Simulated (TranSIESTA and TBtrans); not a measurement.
# Si chain bridged by a linear CO unit along the axis

Device: Si chain bridged by a linear CO unit along the axis. Leads: straight Si chain, spacing 2.25 Å. Geometry: as built, not relaxed.

Computed with TranSIESTA and TBtrans, PBE, DZP numerical orbitals (energy shift 0.15 eV), PseudoDojo norm-conserving scalar-relativistic potentials, mesh cutoff 200 Ry, 300 K, spin-polarised (collinear), no spin-orbit coupling; self-consistent non-equilibrium Green functions.

| Quantity | Result |
|---|---|
| Conductance at 300 K (G0 = 2e²/h) | 1.83 |
| Mean T from −0.5 to 0.5 eV | 1.76 |

Energies count from the leads' Fermi level. Transmissions are for each spin. The energy step is 0.01 eV; narrower resonances are cut or missed.

| E (eV) | T up | T down | lead channels up | down |
|---|---|---|---|---|
| -1.95 | 0 | 0 | 0 | 0 |
| -1.80 | 0 | 0 | 0 | 0 |
| -1.65 | 0 | 0 | 0 | 0 |
| -1.50 | 0 | 0 | 0 | 0 |
| -1.35 | 0 | 0 | 0 | 0 |
| -1.20 | 0.21 | 0.20 | band edge | band edge |
| -1.05 | 1.32 | 1.33 | 3 | 3 |
| -0.90 | 1.34 | 1.36 | 3 | 3 |
| -0.75 | 1.45 | 1.44 | 3 | 3 |
| -0.60 | 1.61 | 1.59 | 3 | 3 |
| -0.45 | 1.74 | 1.74 | 3 | 3 |
| -0.30 | 1.81 | 1.83 | 3 | 3 |
| -0.15 | 1.83 | 1.86 | 3 | 3 |
| 0.00 | 1.81 | 1.85 | 3 | 3 |
| 0.15 | 1.75 | 1.80 | 3 | 3 |
| 0.30 | 1.67 | 1.72 | 3 | 3 |
| 0.45 | 1.59 | 1.62 | 3 | 3 |
| 0.60 | 1.50 | 1.52 | 3 | 3 |
| 0.75 | 1.43 | 1.44 | 3 | 3 |
| 0.90 | 1.37 | 1.36 | 3 | 3 |
| 1.05 | 1.32 | 1.30 | 3 | 3 |
| 1.20 | 1.28 | 1.26 | 3 | 3 |
| 1.35 | 1.24 | 1.23 | 3 | 3 |
| 1.50 | 1.21 | 1.20 | 3 | 3 |
| 1.65 | 1.19 | 1.19 | 3 | 3 |
| 1.80 | 1.17 | 1.17 | 3 | 3 |
| 1.95 | 1.16 | 1.16 | 3 | 3 |

Moments were seeded on the central atoms alone, and one start was tried. The straight chain is held at its spacing; free chains may zigzag or dimerise.
